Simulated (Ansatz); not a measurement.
The reference is La$_{2}$O$_{3}$ (space group P-3m1, No. 164; a = 3.9353 Å, c = 6.1263 Å).

The values are results of r2SCAN (Ansatz, a first-principles code), scalar-relativistic without spin-orbit coupling, not measurements.

Base values:

The lattice parameter a is 3.935 Å.

Now apply this change: cell and atoms relaxed at a pressure of 15 GPa.

What happens to the lattice parameter a?

The lattice parameter a decreases by 0.0617 Å to 3.874 Å.

Load acts through the strain it causes; cell and atoms are relaxed under it. Whether these cells are dynamically stable was not tested. No other phases were tried under pressure.
